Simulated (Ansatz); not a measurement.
The parent structure is PbSe in the rock salt structure (space group Fm-3m, No. 225).

```yaml
crystal:
  lattice:
    - [0.00000, 3.08901, 3.08901]
    - [3.08901, 0.00000, 3.08901]
    - [3.08901, 3.08901, 0.00000]
  atoms:
    - { symbol: Pb, position: [0.00000, 0.00000, 0.00000] }
    - { symbol: Se, position: [0.50000, 0.50000, 0.50000] }
```

Cartesian axes are those of the cell as printed.

Level of theory: r2SCAN (Ansatz, a quantum-chemistry and plane-wave program, PAW, without spin-orbit coupling).

Base values:

The band gap comes out as 0.67 eV.

Now apply this change: compressive biaxial strain of 0.50 % in the plane normal to [001], as in epitaxy on a mismatched substrate; the out-of-plane cell vector and the atoms relax.

Q: Estimate the effect on the band gap.

A: The band gap drops by 0.031 eV, from 0.67 eV to 0.63 eV.

Spin-orbit coupling, missing from the scalar runs, can matter with Pb. No phonon test of stability was made.
